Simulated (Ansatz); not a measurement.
SnSe2 in the 2H-MoS2 type structure (space group P6_3/mmc, No. 194; a hypothetical phase, not in the database extracts checked; layered, stacked along the Cartesian z axis)

```cif
data_Se4Sn2
_chemical_formula_sum 'Sn2 Se4'
_space_group_name_H-M_alt 'P63/mmc'
_space_group_IT_number 194
_space_group_name_Hall '-P 6c 2c'
_cell_length_a 3.83321
_cell_length_b 3.83321
_cell_length_c 11.50508
_cell_angle_alpha 90.000
_cell_angle_beta 90.000
_cell_angle_gamma 120.000
loop_
_atom_site_label
_atom_site_type_symbol
_atom_site_symmetry_multiplicity
_atom_site_Wyckoff_symbol
_atom_site_fract_x
_atom_site_fract_y
_atom_site_fract_z
_atom_site_occupancy
Sn1 Sn 2 c 0.33333 0.66667 0.25000 1
Se1 Se 4 f 0.66667 0.33333 0.09894 1
```

Calculations: Ansatz (an electronic-structure program), PBE-D3(BJ), PAW, cutoff 420 eV, no SOC, earlier PAW set. k-mesh 14×14×4 (Γ-centred); smearing 0.05 eV (Fermi–Dirac).

```json
{
  "volume_per_atom": "24.40 Å³",
  "density": "6.28 g/cm³",
  "band_gap": "zero",
  "total_energy": "-5654.642 eV/atom (σ→0; compares only within this code and set-up)"
}
```

Stability against distortions was not tested. The final runs are not spin-polarised.
